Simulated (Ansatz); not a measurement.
InP (F-43m) under biaxial stress in (111) (compression positive): electron conductivity mass by r2SCAN with spin-orbit coupling, rigid bands (plane waves, PAW; Ansatz, a first-principles code). The unloaded cell, whose axes the loads refer to:

```yaml
crystal:
  lattice:
    - [0.00000, 2.93899, 2.93899]
    - [2.93899, 0.00000, 2.93899]
    - [2.93899, 2.93899, 0.00000]
  atoms:
    - { symbol: In, position: [0.00000, 0.00000, 0.00000] }
    - { symbol: P, position: [0.25000, 0.25000, 0.25000] }
```

```csv
biaxial stress in (111) (compression positive) (GPa),volume per atom (Å³),electron conductivity mass (mₑ)
-4,26.54,0.0727
-2,25.92,0.0816
-1,25.65,0.0857
0,25.39,0.0895
1,25.14,0.0928
2,24.91,0.0958
3,24.68,?
```

Fit a straight line to ln(electron conductivity mass) against the load over the rows given, and predict the row at 3 GPa.

The means are x̄ = -0.667 GPa and ȳ = -2.4534; Σ(x − x̄)(y − ȳ) = 1.072 and Σ(x − x̄)² = 23.33, so the slope is 4.60 % per GPa, and the rows given lie within 1.5 % of the line. At 3 GPa the line gives 0.102 mₑ; the calculation gives 0.0985 mₑ, 3.3 % from it, so the trend bends or changes character over this range.

Masses are for dilute carriers at 300 K, harmonic means over directions unless an axis is named. Stresses and pressures are the targets of the relaxation. The structure type is held at every load. Geometry: cell and atoms relaxed with PBEsol.
